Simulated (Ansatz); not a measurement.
Adsorption energy and surface dipole of Cl on the 1x1 (111) surface of fcc Cu, one in a 1x1 cell, started at the site 'top Cu', worked from the runs' numbers; total energies count from the potentials' own zero.

All values below come from PBE (plane waves to 420 eV, PAW; Ansatz, a quantum-chemistry and plane-wave program).

Slab: 5 atoms, 6.2 Å thick at the start under the adsorbate (thin: gaps and levels are the slab's own); k 12x12x1, smearing 0.1 eV, dipole-corrected; 2 atoms held, the rest relaxed; held to the start's symmetry, so lower structures may exist; no spin, no spin-orbit, no U, no dispersion correction. At the end it is bonded to Cu. In PBE it is, or lies within 0.03 eV of, the lowest of the starts that converged.

```csv
quantity,value
slab with the adsorbate,-27578.718 eV
"clean slab, same cell and mesh",-26499.760 eV
"reference, ½ Cl2(g)",-1079.444 eV
area of the cell,5.71 Å²
change of the step from the bottom to the top vacuum level,0.351 eV
```

Q: What is the adsorption energy against this reference?

A: E(slab + adsorbate) − E(slab) − E(reference) = 0.49 eV, so in this state the adsorbate is less stable than in the reference, at a coverage of 17.53 a nm².
